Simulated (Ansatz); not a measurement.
Effective masses and thermopower of SrTiO3 under load (space group Pm-3m)

Data:

```xyz
5
Lattice="3.8583 0.0000 0.0000 0.0000 3.8583 0.0000 0.0000 0.0000 3.8583" Properties=species:S:1:pos:R:3 pbc="T T T"
Sr     0.0000     0.0000     0.0000
Ti     1.9291     1.9291     1.9291
O      1.9291     0.0000     1.9291
O      0.0000     1.9291     1.9291
O      1.9291     1.9291     0.0000
```

The numbers are results of PBEsol with spin-orbit coupling, rigid bands (plane waves, PAW; Ansatz, a first-principles code), not measurements. Condition of this run: hydrostatic pressure 5 GPa (the target of the relaxation). Geometry: cell and atoms relaxed with PBEsol, then loaded as said.

```json
{
  "band_gap": "1.88 eV",
  "electron conductivity mass (300 K, dilute)": "0.63 mₑ",
  "hole conductivity mass (300 K, dilute)": "1.82 mₑ",
  "effective density of states N_c (300 K)": "5.3e19 cm⁻³",
  "effective density of states N_v (300 K)": "2.2e20 cm⁻³",
  "density_of_states_mass_electrons": "1.64 mₑ",
  "density_of_states_mass_holes": "4.3 mₑ",
  "Seebeck coefficient, n-type 1e19 cm⁻³, 300 K": "-386 μV/K",
  "best n-type power factor at 300 K for τ = 10 fs (best axis; densities from 1e16 to 1e21 cm⁻³ tried, whether or not they can be reached)": "21 μW/(cm·K²) at 3e20 cm⁻³",
  "Seebeck coefficient, p-type 1e19 cm⁻³, 300 K": "510 μV/K"
}
```

Rigid bands; masses and Seebeck coefficients take one relaxation time τ for all states and one kind of carrier; polarons and phonon drag are left out.
